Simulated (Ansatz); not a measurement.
Cost and result by functional for the adsorption energy of Br on the 1x1 (10-10) surface of wurtzite ZnO (cut with top plane O + Zn), one in a 2x1 cell, started at the site 'top Zn #2', in Ansatz (plane waves, PAW). Single points on the PBE structure, on one kind of machine; costs are rough ratios of the slab run's core time (references not counted) to the cheapest single point. r2SCAN's cost holds its higher cutoff (500 against 420 eV). Differences are taken against r2SCAN for comparison alone: no measured value is at hand, so the table doesn't rank accuracy. The points keep PBE's geometry, so the relaxation of a polaron and the settling of charge on one site are left out.

Host crystal: wurtzite ZnO, with a band gap (PBE, scalar-relativistic without spin-orbit coupling).

Model: 33-atom slab, 9.4 Å thick at the start under the adsorbate (thin: gaps and levels are the slab's own), 3x4x1 mesh, Fermi-Dirac 0.01 eV, dipole correction, 16 atoms held, the rest relaxed; start symmetry kept, larger cells not searched; spin-polarised, ending with about 0.7 μB a cell, a value that depends on the mesh; orders that need a larger cell were not tried, no spin-orbit, no U, no dispersion correction. The slab shows no gap over 0.04 eV on its mesh. At the end it is bonded to 2 Zn. In PBE it is, or lies within 0.03 eV of, the lowest of the starts that converged. These notes are the PBE run's. r2SCAN: The program's check for a lower electronic state was not made. Adsorption energies are against ½ Br2(g). A negative adsorption energy means that the adsorbate is more stable on the surface than in its reference.

| functional | relative cost | adsorption energy (eV) | less r2SCAN (eV) |
|---|---|---|---|
| RPBE | 1 | -0.06 | 0.24 |
| r2SCAN | 2 | -0.29 | 0.00 |
| PBE (the relaxed run's value) | – | -0.17 | 0.13 |

The values span 0.24 eV, while the single points' costs differ by a factor of roughly 2. Differences are of unrounded values.

Ansatz is a first-principles code.
